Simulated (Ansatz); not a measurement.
Phonon-limited resistivity of NbRh$_{3}$ (Pm-3m) against temperature in μΩ·cm, Ansatz (a program for electronic structure) with PBEsol, DFPT electron-phonon coupling, linearised Boltzmann equation, harmonic crystal at a fixed cell.

```
T          ρ
-----  -----
50 K   0.177
77 K    0.81
100 K   1.58
150 K    3.3
200 K    5.0
250 K      ?
273 K      ?
300 K      ?
350 K    9.7
400 K   11.3
500 K   14.3
600 K   17.3
800 K     23
```

What belongs in the gaps?


- 250 K, ρ: 6.6
- 273 K, ρ: 7.4
- 300 K, ρ: 8.2

A metal at this level (no band gap). Only scattering by harmonic phonons is included (no impurities, grain boundaries, electron-electron scattering or thermal expansion). Spin-orbit coupling is left out. The run warned that the eigensolver left some states short of its tolerance. Halving the electron mesh (24x24x24) moves the resistivity by up to 4 %. Smearing 0.20 eV; phonons on a 4x4x4 q mesh, which this run doesn't test and which matters most at low temperature.

Formula and space group known from diffraction (Crystallography Open Database), not checked to be the room-temperature form: NbRh3 (Pm-3m).
